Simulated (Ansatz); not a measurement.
Structures of equal composition on the (0001) surface of hcp Ti: a layer of Sn in place of the second plane; a layer of Sn in place of the third plane. The slabs share one bottom face, and each structure is named by its start. These are constructed structures in small cells; real faces may alloy, dewet or reconstruct in larger ones, and not all known structures of the face are among them. Slabs of about 12 Å with all that they carry, Fermi-Dirac smearing of 0.1 eV. Bottom of the slabs: a bare face, its two planes held. Relaxed from the named starts with such symmetry as they have, on meshes of like density; energies extrapolated to zero smearing; no spin-orbit coupling, no U. Spin-polarised runs, if any, are marked in brackets, and their order is one that fits the cell; the others ran without spin.

Method: PBE (plane waves to 420 eV, PAW; Ansatz, a quantum-chemistry and plane-wave program).

### Question
Rank these by energy per 1x1 cell (lowest first), as PBE gives it.

### Answer
a layer of Sn in place of the third plane (0.000 eV), a layer of Sn in place of the second plane (0.258 eV)
